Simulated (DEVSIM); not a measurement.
System: n-channel Ge planar bulk MOSFET with SiON, at 350 K.

```yaml
gate_length: 180 nm
source_drain_length: 144 nm
dielectric_thickness: 9.2 nm
lateral_straggle: 8.1 nm
underlap: 0 nm
junction_depth: 107.6 nm
substrate_depth: 646 nm
gate_work_function: 4.02 eV
source_and_drain_doping: 8.3e19 cm⁻³, Gaussian tails under the gate
body_doping: 2.5e17 cm⁻³
lifetime: 6e-7 s
supply: 1 V
```

All mobilities are scaled by 0.3; velocity saturation, μ/(1 + (μE/vsat)^b)^(1/b) with b = 2 for electrons and 1 for holes and E the electric field along each mesh edge, is on. Mobility is constant in doping.

This is a model device: material constants are rounded textbook-type values typed into the input, and sizes, dopings and lifetimes were drawn at random. Values at 300 K; Nc and Nv go as T^1.5, mobilities as T to minus their exponent, the gap by Varshni's rule with the affinity fixed.

Ge: gap (eV) 0.664, affinity (eV) 4, permittivity 16, Nc (cm⁻³) 1.04e19, Nv (cm⁻³) 6e18, μn (cm²/Vs) 3900, μp (cm²/Vs) 1900, T exponent of μn 1.66, T exponent of μp 2.33, vsat,n (cm/s) 6.5e6, vsat,p (cm/s) 6e6, Varshni α (eV/K) 0.000477, Varshni β (K) 235. SiON: gap (eV) 7, affinity (eV) 1.4, permittivity 5.5.

Simulated with DEVSIM: 2D drift-diffusion, Boltzmann statistics, complete ionisation; no quantum confinement, tunnelling, impact ionisation, self-heating, contact resistance or fringe fields beside the gate. Metal contacts follow the ideal Schottky-Mott rule: no Fermi-level pinning, no interface dipoles.

Transfer curves, |Id| in μA/μm:

| Vg (V) | Vd = 0.05 V | Vd = 1 V |
|---|---|---|
| -0.3 | 0.0003350 | 0.001953 |
| -0.25 | 0.0005162 | 0.004011 |
| -0.2 | 0.0009348 | 0.009065 |
| -0.15 | 0.001944 | 0.02178 |
| -0.1 | 0.004458 | 0.05427 |
| -0.05 | 0.01086 | 0.1375 |
| 0 | 0.02740 | 0.3485 |
| 0.05 | 0.07032 | 0.8648 |
| 0.1 | 0.1806 | 2.042 |
| 0.15 | 0.4551 | 4.429 |
| 0.2 | 1.092 | 8.581 |
| 0.25 | 2.396 | 14.72 |
| 0.3 | 4.653 | 22.67 |
| 0.35 | 7.922 | 32.08 |
| 0.4 | 12.03 | 42.62 |
| 0.45 | 16.73 | 54.01 |
| 0.5 | 21.81 | 66.07 |
| 0.55 | 27.13 | 78.66 |
| 0.6 | 32.60 | 91.67 |
| 0.65 | 38.16 | 105.0 |
| 0.7 | 43.80 | 118.7 |
| 0.75 | 49.48 | 132.6 |
| 0.8 | 55.19 | 146.7 |
| 0.85 | 60.93 | 161.1 |
| 0.9 | 66.70 | 175.5 |
| 0.95 | 72.47 | 190.1 |
| 1 | 78.26 | 204.9 |

Task: Work out the subthreshold swing at low drain bias from the rows at 0.05 and 0.1 V, and compare it with the thermal limit.

Result: log10(0.1806/0.07032) = 0.410 over 50.0 mV, so S = 122 mV/decade. The limit kT/q ln 10 is 69.4 mV/decade; the ratio is 1.76. This is the steepest step of the table.

Task: Find both thresholds at the constant current 0.1 μA × (1 μm/L) a micrometre, and the DIBL.

Result: The current is 0.556 μA/μm. Interpolating ln Id gives 0.161 V and 0.026 V; their difference over the 0.95 V of drain bias is 140 mV/V.

Source and drain are degenerate, where Boltzmann statistics are only rough. The electric field that drives the saturation includes the junctions' built-in field, which lowers the mobility there even at small currents: subthreshold currents come out too low, a known weakness of this choice.
